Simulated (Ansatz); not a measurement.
# TiO2 in the anatase structure (space group I4_1/amd, No. 141)

```yaml
crystal:
  lattice:
    - [-1.89921, 1.89921, 4.85192]
    - [1.89921, -1.89921, 4.85192]
    - [1.89921, 1.89921, -4.85192]
  atoms:
    - { symbol: Ti, position: [0.50000, 0.50000, 0.00000] }
    - { symbol: Ti, position: [0.25000, 0.75000, 0.50000] }
    - { symbol: O, position: [0.29360, 0.29360, 0.00000] }
    - { symbol: O, position: [0.04360, 0.54360, 0.50000] }
    - { symbol: O, position: [0.45640, 0.95640, 0.50000] }
    - { symbol: O, position: [0.70640, 0.70640, 0.00000] }
```

Computed with PBE in Ansatz (plane waves to 420 eV, PAW, no spin-orbit coupling), earlier PAW set. Settings: 12×12×12 k-points, 0.05 eV Fermi–Dirac smearing.

* **Volume per atom**: 11.67 Å³
* **Density**: 3.79 g/cm³
* **Band gap**: 2.13 eV, indirect, Γ–X (87 % along) → Γ
* **Total energy**: -1212.919 eV/atom (σ→0; compares only within this code and set-up)

Whether these cells are dynamically stable was not tested. All final runs are without spin polarisation.

Ansatz is a first-principles code.
